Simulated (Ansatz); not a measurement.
The parent structure is IrO2 in the rutile structure (space group P4_2/mnm, No. 136; a = 4.5293 Å, c = 3.1798 Å).

Structures relaxed with PBE (Ansatz, an electronic-structure program), no spin-orbit coupling.

Base:

Simulated powder pattern, Cu Kα1, λ = 1.54056 Å (kinematic, ideal powder, no thermal factors, no anomalous dispersion; the 14 strongest lines at most, above 2 %, up to 2θ = 90°):

```tsv
2θ (°)	I/Imax (%)	hkl
27.83	100	(110)
34.43	97	(101)
39.77	29	(200)
53.60	70	(211)
57.50	15	(220)
57.96	8.3	(002)
65.07	17	(310)
65.49	19	(112)
68.78	19	(301)
72.59	11	(202)
82.49	17	(321)
85.73	4.6	(400)
86.11	10	(222)
```

It is then changed as follows: a hydrostatic pressure of 4.2 GPa.

How do the reflections move or split?


Simulated powder pattern, Cu Kα1, λ = 1.54056 Å (kinematic, ideal powder, no thermal factors, no anomalous dispersion; the 14 strongest lines at most, above 2 %, up to 2θ = 90°):

```
2θ (°)  I/Imax (%)    hkl
------  ----------  -----
28.01          100  (110)
34.57           98  (101)
40.03           29  (200)
53.91           70  (211)
57.91           15  (220)
58.13          8.4  (002)
65.54           17  (310)
65.74           19  (112)
69.22           19  (301)
72.92           11  (202)
83.09           17  (321)
86.41          4.6  (400)
86.60           10  (222)
```

The indices refer to the base's conventional cell; one index is shown for lines that coincide.

Load acts through the strain it causes; cell and atoms are relaxed under it. Stability against distortions was not tested. No Hubbard U is applied, and correlation can decide whether such a compound is a metal. All final runs are without spin polarisation.
